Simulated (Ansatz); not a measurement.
Base system: InSb in the zinc blende structure (space group F-43m, No. 216; a = 6.556 Å).

Perturbation: full substitution Sb → P, then cell and atoms are relaxed.

Levels (all Ansatz, an electronic-structure program, PAW): r2SCAN (500 eV, no spin-orbit coupling); HSE06+SOC (420 eV, with spin-orbit coupling).

The geometry is relaxed with r2SCAN.

| Item | Value |
|---|---|
| r2SCAN lowest conduction level above the VBM at special points | Γ 1.03 eV; L 1.80 eV; X 2.04 eV |
| r2SCAN valence-band top at Γ | 0.00, 0.00, 0.00 eV |

What does HSE06+SOC give at this geometry for the lowest conduction level above the VBM at special points and valence-band top at Γ?

The lowest conduction level above the VBM at special points becomes Γ 1.32 eV; L 2.15 eV; X 2.37 eV (r2SCAN: Γ 1.03 eV; L 1.80 eV; X 2.04 eV); the valence-band top at Γ (three highest Kramers pairs, from the VBM) goes from 0.00, 0.00, 0.00 eV to 0.00, 0.00, -0.12 eV. The threefold valence maximum splits by Δso ≈ 0.12 eV.

Single points use the geometry relaxed with r2SCAN. Differences between runs with and without spin-orbit coupling are approximate. The levels and masses belong to the bands next to the band gap. No phonon test of stability was made. The runs without spin-orbit coupling are not spin-polarised.
